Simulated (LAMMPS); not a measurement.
An MD run on GaN (wurtzite), 896 atoms, at 300 K and 0 GPa, heated as the crystal.

Level of theory: classical MD, pair style tersoff, file GaN.tersoff; code LAMMPS.

```tsv
r (Å)	g(r), Ga-N
1.780	0.000
1.820	0.029
1.860	1.07
1.900	8.34
1.940	19.3
1.980	14.3
2.020	4.17
2.060	0.531
2.100	0.032
2.140	0.001
2.180	0.000
2.220	0.000
2.260	0.000
2.300	0.000
2.340	0.000
2.380	0.000
2.420	0.000
2.460	0.000
2.500	0.000
2.540	0.000
2.580	0.000
2.620	0.000
2.660	0.000
2.700	0.000
2.740	0.000
2.780	0.000
2.820	0.000
2.860	0.000
2.900	0.000
2.940	0.000
2.980	0.000
3.020	0.000
3.060	0.005
3.100	0.077
3.140	0.275
3.180	0.552
3.220	0.898
3.260	0.999
3.300	0.800
3.340	0.458
3.380	0.184
3.420	0.045
3.460	0.012
3.500	0.031
3.540	0.148
3.580	0.598
3.620	1.71
3.660	3.86
3.700	6.04
3.740	6.67
3.780	5.40
3.820	3.09
3.860	1.31
3.900	0.401
3.940	0.089
3.980	0.014
4.020	0.003
4.060	0.000
4.100	0.000
4.140	0.000
4.180	0.000
4.220	0.001
4.260	0.001
4.300	0.003
4.340	0.025
4.380	0.126
4.420	0.475
4.460	1.18
4.500	2.27
4.540	3.05
4.580	2.85
4.620	1.93
4.660	0.901
4.700	0.319
4.740	0.230
4.780	0.620
4.820	1.63
4.860	3.15
4.900	4.04
4.940	3.70
4.980	2.27
5.020	0.986
5.060	0.306
5.100	0.069
5.140	0.012
5.180	0.001
5.220	0.000
5.260	0.000
5.300	0.000
5.340	0.000
5.380	0.000
5.420	0.000
5.460	0.000
5.500	0.000
5.540	0.001
5.580	0.004
5.620	0.021
5.660	0.091
5.700	0.301
5.740	0.802
5.780	1.62
```

Main features:
- state found: crystal; no diffusion seen in 30 ps
- first peak of g(r), Ga-N: 1.95 Å, height 19.3
- coordination number of Ga by N: 4.00 (counted to 2.62 Å)
- coordination number of N by Ga: 4.00 (counted to 2.62 Å)
